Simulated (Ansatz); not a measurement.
Input of the mobility step, Ansatz (a first-principles code) with PBE, finite-displacement electron-phonon coupling, linearised Boltzmann equation, Si (Fd-3m). Condition of this run: supercell 3x3x3, k mesh 9x9x9.

Ansatz 0.2 input:
```
crystal:
  lattice:
    - [0.0, 2.7350983569, 2.7350983569]
    - [2.7350983569, 0.0, 2.7350983569]
    - [2.7350983569, 2.7350983569, 0.0]
  atoms:
    - { symbol: Si, position: [0.0, 0.0, 0.0] }
    - { symbol: Si, position: [0.25, 0.25, 0.25] }
kpoints:
  mp_grid: { grid: [9, 9, 9] }
hamiltonian:
  xc: pbe
  pseudopotentials: { kind: paw }
scf:
  occupations: { method: fixed }
phonons:
  supercell: [3, 3, 3]
  carrier_mobility: { temperatures: [150, 200, 250, 300, 350, 400, 500, 600] }
```

An excerpt of its output:

```
--- Carrier mobility (electrons): potentials and phonons of a 3×3×3 supercell ---
  scattering by the run's harmonic phonons alone; scattering by impurities, by other carriers and their screening is left out, and so is spin–orbit coupling
  band edge at 6.6125 eV
  valley at (0.0000 0.4184 0.4184), 6 points alike, 0.00 meV above the edge
  a displaced site's charge and quadrupole, each over the dielectric constant: up to 0.000 e and 0.492 e·Å; the charges' sum missed by 0.114 e
  the run chose the mesh 98×98×98 (1.5 steps from a valley's bottom to the thermal energy of 150 K, as the couplings on a denser one leave too little of the memory); type phonons.carrier_mobility.mesh for another
  mobility, cm²/(V·s), of a tensor a third of its trace; what the velocities' spread within the cells of the mesh adds; mean energy transported, in kT; Lorenz number, in (k/e)²:
           mesh  steps/k_T     T (K)         cm⁻³     solution         MRTA        SERTA  in cells    energy    Lorenz
       98×98×98       1.48    150.00          few     6.3716e3     6.3443e3     6.0818e3    7.64 %     1.803     1.341
       98×98×98       1.71    200.00          few     3.3743e3     3.3635e3     3.2406e3    5.84 %     1.727     1.225
       98×98×98       1.91    250.00          few     2.0228e3     2.0179e3     1.9529e3    4.81 %     1.677     1.217
       98×98×98       2.09    300.00          few     1.3290e3     1.3265e3     1.2883e3    4.13 %     1.646     1.246
       98×98×98       2.26    350.00          few     9.3325e2     9.3180e2     9.0749e2    3.64 %     1.626     1.284
       98×98×98       2.41    400.00          few     6.8835e2     6.8746e2     6.7099e2    3.28 %     1.614     1.324
       98×98×98       2.70    500.00          few     4.1536e2     4.1495e2     4.0637e2    2.76 %     1.603     1.402
       98×98×98       2.96    600.00          few     2.7570e2     2.7548e2     2.7046e2    2.40 %     1.603     1.479
       49×49×49       0.74    150.00          few     6.6682e3     6.6415e3     6.5585e3   28.87 %     1.758     1.328
       49×49×49       0.85    200.00          few     3.4579e3     3.4473e3     3.3993e3   22.87 %     1.701     1.225
       49×49×49       0.95    250.00          few     2.0515e3     2.0467e3     2.0185e3   19.12 %     1.660     1.219
       49×49×49       1.05    300.00          few     1.3406e3     1.3381e3     1.3204e3   16.53 %     1.635     1.248
       49×49×49       1.13    350.00          few     9.3864e2     9.3721e2     9.2531e2   14.64 %     1.618     1.286
       49×49×49       1.21    400.00          few     6.9106e2     6.9017e2     6.8177e2   13.20 %     1.608     1.325
       49×49×49       1.35    500.00          few     4.1619e2     4.1578e2     4.1112e2   11.13 %     1.599     1.403
       49×49×49       1.48    600.00          few     2.7600e2     2.7578e2     2.7294e2    9.71 %     1.600     1.480
  SERTA leaves out what is scattered into a state
  not converged in the mesh: from the mesh of half the divisions the mobility moves by up to 4.65 %; 7.6 % of it stand in the velocities' spread within the cells; MRTA moves by up to 4.68 %
  the changes of the potential over all sites missed a rigid shift's by 0.03 % (the site terms' by 0.12 %)
  the long waves of the potentials, up to 0.663 1/Å, are read off 3 elongated supercells
  the phonons are corrected at the wavevectors of the elongated supercells: the repeat alone misses a frequency there by up to 11.76 %, and what leaves one of them out by up to 6.28 %
```

Scattering by harmonic phonons alone: no impurities, screening or carrier-carrier scattering, bands fixed at 0 K. From a coarser fine mesh the values given move by up to 5 %. The mesh was bound by memory.
